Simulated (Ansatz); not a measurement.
The parent structure is MgO in the wurtzite structure (space group P6_3mc, No. 186; a = 3.303 Å, c = 5.021 Å; a cell from a computed database, its experimental status unchecked). Axes: x lies along a and z along c of the hexagonal cell.

Levels (all Ansatz, a first-principles code, PAW): PBEsol (420 eV, without spin-orbit coupling); HSE06 (420 eV, without spin-orbit coupling).

Its gap is 3.36 eV with PBEsol and 5.09 eV with HSE06.

Now apply this change: uniaxial strain ε_zz = +4.88 %, all other strain components held at zero, atoms relaxed at fixed cell.

With PBEsol the gap becomes 3.28 eV.

Question: If the HSE06 correction stayed the same, what would the HSE06 gap be, and what does the HSE06 run give?

Answer: A rigid correction of +1.73 eV gives 5.01 eV. The HSE06 run gives 4.98 eV, so the two effects roughly add.

Single points use the geometry relaxed with PBEsol. Whether these cells are dynamically stable was not tested. This is not the structure that MgO has at room temperature and ambient pressure.
